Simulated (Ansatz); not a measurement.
How far PBE and r2SCAN part for Ti3Al, biaxial strain +3.09 %, plane normal [001], relaxed out of plane

Consider Ti$_{3}$Al (space group P6_3/mmc, No. 194; a = 5.755 Å, c = 4.655 Å). Axes: x lies along a and z along c of the hexagonal cell.

(Cell as relaxed with PBE.)

Levels (all Ansatz, a first-principles code, PAW, earlier PAW set): PBE (420 eV, scalar-relativistic without spin-orbit coupling); r2SCAN (500 eV, no spin-orbit coupling).

Each level relaxes its own structure.

```tsv
base	PBE	r2SCAN
volume per atom	16.69 Å³	16.56 Å³
lattice parameter a	5.755 Å	5.747 Å
band gap	zero	zero
```

One thing is altered: tensile biaxial strain of 3.09 % in the plane normal to [001], as in epitaxy on a mismatched substrate; the out-of-plane cell vector and the atoms relax.

```tsv
quantity	PBE	r2SCAN
pressure (mean of the normal stresses, compression positive)	-4.0 GPa	___
energy relative to the base (free energy F)	+21 meV/atom	___
volume per atom	17.39 Å³	___
```

Q: Predict the r2SCAN column.

A: 
- pressure (mean of the normal stresses, compression positive), r2SCAN: -4.5 GPa
- energy relative to the base (free energy F), r2SCAN: +23 meV/atom
- volume per atom, r2SCAN: 17.29 Å³

PBE's pressure lies 0.5 GPa above r2SCAN's; PBE's energy relative to the base lies 2.0 meV/atom below r2SCAN's; PBE's volume per atom lies 0.10 Å³ above r2SCAN's (0.6 %). Neither level is exact; r2SCAN is the comparison here, not a measurement.

No phonon test of stability was made. The final runs are not spin-polarised.
